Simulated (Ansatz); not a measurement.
Take ZnS in the zinc blende structure (space group F-43m, No. 216; a = 5.389 Å) as the base.

Computed with DFT with r2SCAN, PAW potentials and a 500 eV plane-wave cutoff in Ansatz (an electronic-structure program), no spin-orbit coupling.

For the base:

| Quantity | Result |
|---|---|
| Valley order | Γ 2.70 eV; X along ⟨100⟩ 3.71 eV; L along ⟨111⟩ 3.82 eV |
| Pressure | 0.00 GPa |
| Hole mass | 0.21, 0.68, 0.68 mₑ (at Γ) |

The change: an isotropic linear strain of +0.50 %; the atoms relax in the strained cell.

Estimate the effect on the energy relative to the base, valley order, pressure and hole mass.

The energy grows by 1.1 meV/atom; the valley order (the lowest conduction-band minima on the path, energy above the VBM, named in the base's zone) goes from Γ 2.70 eV; X along ⟨100⟩ 3.71 eV; L along ⟨111⟩ 3.82 eV to Γ 2.63 eV; X along ⟨100⟩ 3.74 eV; L along ⟨111⟩ 3.79 eV; the pressure goes from zero to -1.14 GPa; the hole mass (degenerate bands, along [100]) goes from 0.21, 0.68, 0.68 mₑ (at Γ) to 0.21, 0.69, 0.69 mₑ (at Γ).

The levels and masses belong to the bands next to the band gap. Masses are band curvatures over ±0.01 Å⁻¹ around the edge. No phonon test of stability was made.
